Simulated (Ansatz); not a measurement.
The starting structures come from a database of crystals and need not be the phases stable at ambient conditions.

By PBEsol, the system below comes out a metal.

The ballistic (Sharvin) conductance counts the channels at the Fermi level: G/A = (e²/h) × channels of both spins per area.

Input:

```xyz
9
Lattice="4.8059 0.0000 0.0000 -2.4029 4.1620 0.0000 0.0000 0.0000 6.7858" Properties=species:S:1:pos:R:3 pbc="T T T"
Nb     2.4029     0.0000     4.5239
Nb     1.2015     2.0810     2.2619
Nb    -1.2015     2.0810     0.0000
Si    -1.2634     3.5041     2.2619
Si     1.1396     0.6579     0.0000
Si     0.0000     1.3159     4.5239
Si     3.6663     0.6579     2.2619
Si     1.2634     3.5041     0.0000
Si     2.4029     2.8461     4.5239
```

Space group of this cell: P6_422. The cell is strained (lengths along the current scaled by 1.03, ions clamped); by PBEsol its mean pressure is -8.3 GPa.

The current flows along the normal of the first two printed cell vectors, the (001) (indices of the unstrained crystal) plane of the conventional cell. No spin-orbit coupling; the value is a mean over 0.1 eV about the Fermi level.

### Question
State the ballistic conductance per area according to PBEsol in Ansatz (a quantum-chemistry and plane-wave program).

### Answer
0.35 × 10¹⁵ S/m² for both spins.
